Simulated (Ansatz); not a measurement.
For wurtzite BN (high-pressure phase), rVV10 (PAW; Ansatz, an electronic-structure program) gives:

| Quantity | Result |
|---|---|
| lattice constant a | 2.564 Å |
| lattice parameter c | 4.242 Å |
| cohesive energy | 6.93 eV/atom |

Question: What does B3LYP (VWN-RPA form) in Ansatz (plane waves, PAW) give for the same quantities?

Answer: 
- lattice constant a: 2.549 Å (shrinks by 0.6 %)
- lattice parameter c: 4.215 Å (falls by 0.6 %)
- cohesive energy: 6.51 eV/atom (decreases by 0.42 eV/atom)

For comparison: lattice constant a 2.55 Å (measured, temperature not stated, no zero-point or thermal correction; as tabulated in Doll et al. (2008), arXiv:0810.5476); lattice parameter c 4.2 Å (measured, temperature not stated, no zero-point or thermal correction; as tabulated in Doll et al. (2008), arXiv:0810.5476).

Changes are worked out from the printed values.

Unless a cell is named, each level is at its own relaxed cell (rVV10 6.04, B3LYP (VWN-RPA form) 5.93 Å³/atom).

Ansatz's density-functional and Hartree–Fock values are scalar-relativistic unless marked +SOC, with PAW data made under PBE.
